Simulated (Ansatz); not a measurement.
## Response to strain in GaSb

Base system: GaSb in the zinc blende structure (space group F-43m, No. 216; a = 6.132 Å). Axes: x, y, z lie along the cube axes.

Strains are applied to the cell and any free atomic positions relax; under biaxial strain the out-of-plane vector relaxes too.

The values are results of r2SCAN, PAW, 500 eV (Ansatz, a program for electronic structure; no spin-orbit coupling), not measurements.

```json
[
 {"biaxial strain, plane normal [001], relaxed out of plane (%)": "-3", "band gap (eV)": "0.53"},
 {"biaxial strain, plane normal [001], relaxed out of plane (%)": "-2.5", "band gap (eV)": "0.52"},
 {"biaxial strain, plane normal [001], relaxed out of plane (%)": "-2", "band gap (eV)": "0.50"},
 {"biaxial strain, plane normal [001], relaxed out of plane (%)": "-1.5", "band gap (eV)": "0.48"},
 {"biaxial strain, plane normal [001], relaxed out of plane (%)": "-1", "band gap (eV)": "?"},
 {"biaxial strain, plane normal [001], relaxed out of plane (%)": "-0.5", "band gap (eV)": "0.44"},
 {"biaxial strain, plane normal [001], relaxed out of plane (%)": "0", "band gap (eV)": "0.41"}
]
```

Task: Fit E_g = E₀ + Dε (ε in %) to the rows shown and predict the withheld row.

Result: Least squares on the printed values gives E₀ = 0.42 eV, D = -40.2 meV per % of strain (largest residual 0.01 eV); this predicts 0.46 eV, and the run gives 0.46 eV, in agreement.

Spin-orbit coupling, missing from the scalar runs, can matter with Sb. No phonon test of stability was made.
